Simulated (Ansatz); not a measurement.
Base system: WSe2 (space group P6_3/mmc, No. 194; a = 3.279 Å, c = 12.786 Å; layered, stacked along the Cartesian z axis).

The values are results of PBE-D3(BJ) in Ansatz (plane waves to 420 eV, PAW, without spin-orbit coupling), not measurements.

Before the change:

| Quantity | Result |
|---|---|
| Band gap | 0.87 eV |
| Hole mass | 1.3 mₑ along c, 0.70 mₑ across (at Γ) |
| Pressure | 0.0 kbar |

One thing is altered: an isotropic linear strain of +2.40 %; the atoms relax in the strained cell.

Task: How does this affect the band gap?

Result: The band gap rises by 0.12 eV to 0.99 eV.

Task: Estimate the effect on the hole mass.

Result: The hole mass becomes 1.4 mₑ along c, 0.69 mₑ across (at Γ) (base: 1.3 mₑ along c, 0.70 mₑ across (at Γ)).

Task: What does the calculation give for the largest internal atomic displacement after the change?

Result: The largest internal atomic displacement amounts to 0.065 Å.

Task: Estimate the effect on the pressure.

Result: The pressure (mean of the normal stresses, compression positive) goes from zero to -39.9 kbar.

Task: What does the calculation give for the energy relative to the base after the change?

Result: The energy rises by 19 meV/atom.

Spin-orbit coupling, missing from the scalar runs, can matter with W. Masses are band curvatures over ±0.01 Å⁻¹ around the edge. Stability against distortions was not tested.

Ansatz is a quantum-chemistry and plane-wave program.
